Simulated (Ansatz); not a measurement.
Co (model structure, started from the diamond type, Fd-3m, No. 227, 2 atoms in the cell) was calculated with r²SCAN (PAW; Ansatz, a quantum-chemistry and plane-wave program).

Numerical settings: plane-wave cutoff 560 eV, 20×20×20 k mesh, Fermi–Dirac smearing 0.05 eV, spin-polarised with parallel moments, scalar-relativistic PAW data made under PBE.

Cell (relaxed at this level):

```yaml
crystal:
  lattice:
    - [0.00000, 2.51728, 2.51728]
    - [2.51728, 0.00000, 2.51728]
    - [2.51728, 2.51728, 0.00000]
  atoms:
    - { symbol: Co, position: [0.75000, 0.75000, 0.75000], spin: 3.0 }
    - { symbol: Co, position: [0.50000, 0.50000, 0.50000], spin: 3.0 }
```

Problem. What does this level give for the bulk modulus B0?

Solution. 
bulk modulus B0: 110 GPa

The run finds no gap.

Note: the magnetic order was assumed, not searched for or taken from measurement; the bulk modulus is −V dP/dV from two relaxed cells at ±2 % in volume; the relaxation could raise the start's symmetry but not lower it, so the cell can be a saddle point.

Spins in the cell block are starting values.

Computed values are for the static lattice.

A model structure was made by putting elements into a prototype or built by hand; it is no filed structure, need not be a known phase, and can be a saddle point held by its symmetry.
